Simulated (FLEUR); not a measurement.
**Converging the k-point mesh at a smearing width of 0.05 eV: Pt (Fm-3m, 1 atom in the cell)**

```xyz
1
Lattice="0.0000 1.9541 1.9541 1.9541 0.0000 1.9541 1.9541 1.9541 0.0000" Properties=species:S:1:pos:R:3 pbc="T T T"
Pt     0.0000     0.0000     0.0000
```

Computed with PBEsol, all-electron FLAPW (FLEUR), scalar-relativistic valence run with FLEUR.

Base settings: Kmax = 4.1 1/bohr; GmaxXC = 12.3 1/bohr; xcFunctional = PBEs; jspins = 1; l_soc = F; mode = hist; fermiSmearingEnergy = 0.00367493 Htr; mesh (inpgen div1-3) = 10 10 10; inpgen gamma flag = true; Gmax = 12.3 1/bohr.

In this ladder: fermiSmearingEnergy = 0.00183747 Htr. Moved along: kpt_gamma.

The second cell is the first with its lattice scaled by 0.98.

Only quantities that move along the ladder and can be compared are tabulated.

Core times come from one kind of shared machine, to one figure; runs under 30 s give none.

The starting cell has typed, rounded lattice constants, without a prior relaxation at this level. Its lattice was rescaled by up to half a per cent. Spin polarisation is off. Values depend on the basis (sphere radii, cutoffs, local orbitals), which need not be converged.

| kpt_div | free energy less the last step's (meV/atom) | energy of the compressed cell less the first (meV/atom) | core time / last (rough) |
|---|---|---|---|
| 5 5 5 | 310.84 | 104.30 | – |
| 6 6 6 | -113.71 | 56.87 | – |
| 7 7 7 | 40.13 | 81.79 | – |
| 9 9 9 | -28.15 | 70.12 | – |
| 11 11 11 | -8.48 | 70.52 | – |
| 13 13 13 | 7.00 | 71.96 | – |
| 16 16 16 | 0.60 | 71.92 | 0.4 |
| 19 19 19 | -0.94 | 71.96 | 0.3 |
| 23 23 23 | 0.83 | 72.07 | 0.5 |
| 28 28 28 | 0.14 | 72.05 | 1 |
| 34 34 34 | 0.00 | 72.00 | 1 |

Coarsest kpt_div that holds the free energy within 2 meV/atom of the last step, with all finer ones: 16 16 16, at about 0.4 of the last step's time; the step before is off by 7.0 meV/atom.

Coarsest kpt_div that holds the energy of the compressed cell less the first within 1 meV/atom of the last step, with all finer ones: 13 13 13; the step before is off by 1.5 meV/atom.

The energy difference between the two cells stays within 1 meV/atom of the last step's from 13 13 13 on, the total only from 16 16 16 on: much of the error is common to both cells and cancels.
